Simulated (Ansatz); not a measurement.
Consider HfN in the rock salt structure (space group Fm-3m, No. 225; a = 4.468 Å; relaxed with 0.1 eV smearing). Axes: x, y, z lie along the cube axes.

All numbers come from LDA (Ansatz, a quantum-chemistry and plane-wave program, PAW, no SOC).

Strains are applied to the cell and any free atomic positions relax.

One change was made to it. Results:

The pressure (mean of the normal stresses, compression positive) goes from zero to 6.7 GPa; the energy rises by 10 meV/atom.

Name the change that was made.
A) uniaxial strain ε_zz = −0.50 %
B) uniaxial strain ε_zz = −3.00 %
C) uniaxial strain ε_zz = −2.00 %
D) uniaxial strain ε_zz = +3.00 %
E) uniaxial strain ε_zz = +1.50 %

C, uniaxial strain ε_zz = −2.00 %. For comparison, the energy relative to the base in the other runs: uniaxial strain ε_zz = −0.50 % gives +0.6 meV/atom; uniaxial strain ε_zz = +1.50 % gives +5.0 meV/atom; uniaxial strain ε_zz = −3.00 % gives +24 meV/atom; uniaxial strain ε_zz = +3.00 % gives +19 meV/atom.

Whether these cells are dynamically stable was not tested. All final runs are without spin polarisation. An odd electron count without spin: HfN.
